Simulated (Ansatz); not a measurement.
Abridged Ansatz (an electronic-structure program) output:

```
Pseudopotential: Ta, paw, valence charge 13
Pseudopotential: As, paw, valence charge 15
Pseudopotential: N, paw, valence charge 5
Crystal: 8 atoms, lattice volume = 111.480 Å³
Basis set: ecut = 500 eV, 2837 PW (Γ), exchange–correlation on 135×135×144 points (27 copies of the dense FFT grid, shifted against one another)
Bands: 54, of which v1, the nominal top of the filled ones, is band 46 counted from 1 (45 counted from 0)
Symmetry: 2 space group operations
k-points: 488 of 1800 (time reversal used)
Functional: x = r2scan, c = r2scan; τ floored in thin density (d = 2e-4 eV/Å³)
SCF iter   1: F=—  HF=-50281.316837 eV  |F-HF|=—  |Δ(HF+E_count)|=         —  Δρ=1.13e-2  dr2=1.84e-1  dr2_τ=2.12e-1  ethr=1.77e-3  ⟨swp⟩=6.4  Hψ=100749  notcnv=0  defer=65
SCF iter   2: F=—  HF=-50281.590757 eV  |F-HF|=—  |Δ(HF+E_count)|=   2.74e-1  Δρ=7.79e-3  dr2=7.61e-2  dr2_τ=2.56e-3  ethr=2.00e-4  ⟨swp⟩=2.1  Hψ=53897  notcnv=0  defer=640
SCF 1 converged in 12 iterations: F = -50281.600927 eV  dr2 = 8.60e-11
SCF converged after 12 iterations
Free energy (F): -50281.600927 eV
Internal energy: -50281.596386 eV  (E = F + TS)
E sigma→0 (E₀):  -50281.598657 eV
Entropy (-TS):   -0.004542 eV (-0.568 meV/atom)
Fermi energy:    18.541316 eV
--- Forces (eV/Å), atoms counted from 1 ---
  atom   1  Ta     0.00163821     0.00000000    -0.00034373
  atom   2  Ta    -0.00057134     0.00000000     0.00277459
  atom   3  Ta    -0.00012367     0.00000000    -0.00020855
  atom   4  Ta     0.00148147     0.00000000     0.00120777
  atom   5  As    -0.00067820     0.00000000     0.00004171
  atom   6  N     -0.00192080     0.00000000    -0.00123049
  atom   7  As     0.00057527     0.00000000    -0.00034303
  atom   8  N     -0.00037411     0.00000000    -0.00185693
--- Stress (GPa, compression-positive) ---
       -0.006429       0.000000      -0.004776
        0.000000      -0.007079       0.000000
       -0.004777       0.000000      -0.017797
  P = ⅓ Tr σ = -0.0104 GPa (-0.104 kbar)
```

Q: What was computed, and what are the main results?

A: Ta2AsN, 8 atoms in the cell, with r2SCAN (Ansatz; PAW; 500 eV plane waves; no spin-orbit coupling). The last SCF converged to F = -50281.600927 eV, or -6285.2001 eV per atom, at a pressure of -0.01 GPa. The total energy compares only with runs of the same code, potentials and settings.

Each cell is one ordered arrangement of few atoms, which overstates ordering effects compared with a random alloy. With Ta present, leaving out spin-orbit coupling can change the band edges. Stability against distortions was not tested. The final runs are not spin-polarised. The cell was made from TaAs by this change: x(N) = 0.5, 8 atoms, Cm.
